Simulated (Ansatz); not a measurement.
Take ZnS in the zinc blende structure (space group F-43m, No. 216) as the base.

ZnS is modelled in the cubic space group F-43m (No. 216), the zinc blende structure, Pearson symbol cF8. Conventional cell: a = 5.3566 Å, b = 5.3566 Å, c = 5.3566 Å, α = 90.00°, β = 90.00°, γ = 90.00°. Zn on 4a sees 4 S at 2.319 Å (tetrahedral). S on 4d is coordinated by 4 Zn at 2.319 Å (tetrahedral). (Neighbours: up to the widest gap in distance over summed covalent radii, below 1.35, at either atom; cation-cation and far metal-metal contacts left out.)
(The calculation used a cell of 2 atoms; values per cell refer to that cell.)

The values are results of PBEsol/PAW in Ansatz (an electronic-structure program), no spin-orbit coupling, not measurements.

One change was made to it. Results:

The volume per atom decreases by 0.216 Å³ (19.21 Å³ → 19.00 Å³); the hole mass (degenerate bands, along [100]) becomes 0.18, 0.65, 0.65 mₑ (at Γ) (base: 0.18, 0.68, 0.68 mₑ (at Γ)); the band gap grows by 0.049 eV, from 2.09 eV to 2.13 eV; the electron mass is still 0.17 mₑ (at Γ).

Question: Which of these changes matches the shifts?
A) pressure 15 GPa
B) pressure 0.9 GPa
C) pressure 2.1 GPa
D) pressure 9 GPa
E) pressure −1 GPa

Answer: B, pressure 0.9 GPa. For comparison, the band gap in the other runs: pressure 15 GPa gives 2.70 eV; pressure −1 GPa gives 2.03 eV; pressure 2.1 GPa gives 2.20 eV; pressure 9 GPa gives 2.49 eV.

Load acts through the strain it causes; cell and atoms are relaxed under it. Masses are band curvatures over ±0.01 Å⁻¹ around the edge. Stability against distortions was not tested. Measured, ZnS leaves this structure (for rock salt) near 14.7 GPa (temperature not stated; as listed in Datta, Sujoy, Jana, Debnarayan, arXiv (2020)), on rising pressure, with hysteresis.
